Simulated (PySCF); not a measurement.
PySCF 2.14.0, TPSSH/def2-svp, df: C[NH+](C)C, charge +1, multiplicity 1, 14 atoms. The geometry is a generated start, not checked to be a minimum at this level.

```
Property                      Result
-------------------  ---------------
task                          energy
method                         tpssh
basis                       def2-svp
two-electron scheme  density fitting
mol.max_memory               3000 MB
mf.max_cycle                     100
mf.init_guess        minao (default)
mf.DIIS              CDIIS (default)
mf.diis_space            8 (default)
mf.conv_tol          1e-09 (default)
mf.grids.level           3 (default)
basis functions                  106
grid points                   154336
```

```xyz
14

C     -0.0282     1.3240    -0.4685
N      0.0251     0.1133     0.3715
C      1.2205    -0.6935     0.0629
C     -1.2045    -0.6844     0.2294
H      0.8731     1.9196    -0.3353
H     -0.1074     1.0397    -1.5169
H     -0.8914     1.9325    -0.2052
H      0.0967     0.4148     1.3509
H      2.1250    -0.1068     0.2137
H      1.1845    -1.0203    -0.9756
H      1.2632    -1.5718     0.7044
H     -1.1725    -1.5560     0.8807
H     -2.0782    -0.0883     0.4891
H     -1.3058    -1.0228    -0.8012
```

Charge 1 and multiplicity 1 are set for this test and not shown to be the ground state.

One run each on 2 threads, 1 BLAS thread. Values of level_shift (Hartree) tried: 0 (default), 0.1, 0.3, 1.

**Question.** Predict the course of the Fock builds along this series.

**Answer.** Fewest Fock builds, within one of each other: 0 (default) with 11, 0.1 with 11, 0.3 with 12. The count rises to 23 at 1. All converge to one solution.

| level_shift (Hartree) | Fock builds | end |
|---|---|---|
| 0 (default) | 11 | same solution |
| 0.1 | 11 | same solution |
| 0.3 | 12 | same solution |
| 1 | 23 | same solution |
